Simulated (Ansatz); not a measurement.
Density of states of CdTe (F-43m) below the valence band maximum, PBE with spin-orbit coupling, rigid bands (Ansatz, a first-principles code); cell volume 68.3 Å³.

(energy from edge (eV), 10⁻³ states/eV/cell): (0.006, 22.9); (0.031, 56.7); (0.056, 79.2); (0.081, 99.2); (0.106, 118); (0.131, 137); (0.156, 155); (0.181, 174); (0.206, 194); (0.231, 214); (0.256, 234); (0.281, 256); (0.319, 289); (0.344, 314); (0.369, 339); (0.394, 365); (0.419, 392); (0.444, 421); (0.469, 451); (0.494, 484); (0.519, 517); (0.544, 552); (0.569, 590); (0.594, 631)

Problem. What effective density of states at 300 K does this give (∫ g(E) exp(−E/k_BT) dE, both spins, divided by the cell's size)?

Solution. 1.8e19 cm⁻³, a density-of-states mass of 0.79 mₑ, valleys and band degeneracy included.

Geometry: cell and atoms relaxed with PBEsol.
